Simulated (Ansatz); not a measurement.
The starting structures come from a database of crystals and need not be the phases stable at ambient conditions.

Input:

```xyz
2
Lattice="4.0043 0.0000 0.0000 0.0000 4.0043 0.0000 2.0021 2.0021 2.8315" Properties=species:S:1:pos:R:3 pbc="T T T"
Be     0.0000     0.0000     0.0000
Te     2.0021     4.0043     1.4157
```

Space group of this cell: F-43m, zinc blende. The cell is taken as given.

All values below come from r2SCAN (plane waves, PAW; Ansatz, a first-principles code).

The current runs along the normal of the first two printed vectors; no spin-orbit coupling. Scaled by the factor s: both lengths across the current (ions clamped). Meshes 10×10×10 and 8×8 across the current in all rows.

```csv
s,mean pressure (GPa),band gap (eV)
0.98,2.4,2.19
1.00,-0.2,2.38
1.02,-2.3,?
```

Take the slope of the band gap against ln s from the two given rows, extrapolate to s = 1.02, and say what the run there gives.

Slope = (2.19 − 2.38) / ln 0.98 = 9.40 eV. The line gives 2.38 + (9.40) × ln 1.02 = 2.57 eV. The run gives 2.32 eV, 0.25 eV under the line, 132 % of the predicted step.
